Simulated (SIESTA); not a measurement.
Band structure of FeAl (Pm-3m, 2 atoms in the cell).

```
FeAl
1.0
    2.91000     0.00000     0.00000
    0.00000     2.91000     0.00000
    0.00000     0.00000     2.91000
Al Fe
1 1
Direct
  0.50000   0.50000   0.50000
  0.00000   0.00000   0.00000
```

Computed with SIESTA 5.4.2 with GGA PBE, numerical atomic orbitals TZP, PseudoDojo PBE standard norm-conserving potentials (rewritten from UPF to PSML).

Settings: XC.functional = GGA; XC.authors = PBE; potentials = PseudoDojo PBE standard; PAO.BasisSize = TZP; PAO.EnergyShift = 0.005 Ry; MeshCutoff = 350 Ry; kgrid.MonkhorstPack = 11 11 11; OccupationFunction = FD; ElectronicTemperature = 0.1 eV; MaxSCFIterations = 150; SCF.Mixer.Method = Broyden; SCF.Mixer.Weight = 0.1; SCF.Mixer.History = 8; SCF.DM.Tolerance = 1.0E-05.

The starting cell has typed, rounded lattice constants, without a prior relaxation at this level. Spin polarisation is off. Values carry the incompleteness of an atom-centred basis.

Levels in eV from the Fermi level, bands 6 to 11:
| point | 6 | 7 | 8 | 9 | 10 | 11 |
|---|---|---|---|---|---|---|
| Γ | -2.13 | -2.13 | 0.13 | 0.13 | 0.13 | 6.34 |
| X | -5.81 | -1.47 | -0.82 | -0.82 | 0.26 | 1.16 |
| M | -2.23 | -2.03 | -2.03 | -0.57 | -0.57 | 0.77 |
| R | -3.21 | -3.21 | 0.81 | 0.81 | 2.99 | 2.99 |

Bands cross the Fermi level along this path, so the cell is metallic at this level.

Higher empty bands are left out: an atom-centred basis made for the valence describes them poorly.
